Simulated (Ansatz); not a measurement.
## Effective masses and thermopower of BaS (Fm-3m)

```yaml
crystal:
  lattice:
    - [0.00000, 3.16594, 3.16594]
    - [3.16594, 0.00000, 3.16594]
    - [3.16594, 3.16594, 0.00000]
  atoms:
    - { symbol: Ba, position: [0.00000, 0.00000, 0.00000] }
    - { symbol: S, position: [0.50000, 0.50000, 0.50000] }
```

Calculation: r2SCAN, rigid bands (plane waves, PAW, scalar-relativistic; Ansatz, a first-principles code). Condition of this run: functional r2SCAN on the same cell. Geometry: cell and atoms relaxed with PBEsol.

```
Quantity                                                                                                                                                       Result
---------------------------------------------------------------------------------------------------------------------------------------  ----------------------------
band gap                                                                                                                                                      2.51 eV
electron conductivity mass (300 K, dilute)                                                                                                                    0.44 mₑ
hole conductivity mass (300 K, dilute)                                                                                                                        0.87 mₑ
effective density of states N_c (300 K)                                                                                                                   2.8e19 cm⁻³
effective density of states N_v (300 K)                                                                                                                   1.4e20 cm⁻³
density-of-states mass, electrons                                                                                                                             1.08 mₑ
density-of-states mass, holes                                                                                                                                  3.2 mₑ
Seebeck coefficient, n-type 1e19 cm⁻³, 300 K                                                                                                                -305 μV/K
best n-type power factor at 300 K for τ = 10 fs (best axis; densities from 1e16 to 1e21 cm⁻³ tried, whether or not they can be reached)  10.5 μW/(cm·K²) at 1e20 cm⁻³
Seebeck coefficient, p-type 1e19 cm⁻³, 300 K                                                                                                                 470 μV/K
```

Rigid bands; masses and Seebeck coefficients take one relaxation time τ for all states and one kind of carrier; polarons and phonon drag are left out. Spin-orbit coupling is left out; where it splits the top of the valence band, N_v and the p-type Seebeck coefficient come out somewhat high without it. Geometry: cell and atoms relaxed with PBEsol.

Formula and space group known from diffraction (Crystallography Open Database), not checked to be the room-temperature form: BaS (Fm-3m).
